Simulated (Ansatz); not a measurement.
Base system: ZnS in the wurtzite structure (space group P6_3mc, No. 186).

```xyz
4
Lattice="3.8453 0.0000 0.0000 -1.9226 3.3301 0.0000 0.0000 0.0000 6.3052" Properties=species:S:1:pos:R:3 pbc="T T T"
Zn     0.0000     2.2201     0.0014
Zn     1.9226     1.1100     3.1540
S      0.0000     2.2201     2.3630
S      1.9226     1.1100     5.5156
```

Cartesian axes are those of the cell as printed.

All numbers come from plane-wave PAW DFT at the PBE level (Ansatz, a program for electronic structure, 420 eV), no SOC.

The change: an isotropic linear strain of −0.60 %; the atoms relax in the strained cell.

**Question.** Predict the stress tensor and what it implies for the stiffness.

**Answer.** Stress of the strained cell less that of the base (GPa, compression positive):
```
   1.29    0.00    0.00
   0.00    1.29    0.00
   0.00    0.00    1.32
```

Then B = −ΔP/(ΔV/V₀) with ΔV/V₀ = -0.0179 gives secant stiffness values (nonlinear terms included at this strain): B (at held cell shape, above the free-shape value) ≈ 73 GPa.

Stability against distortions was not tested.
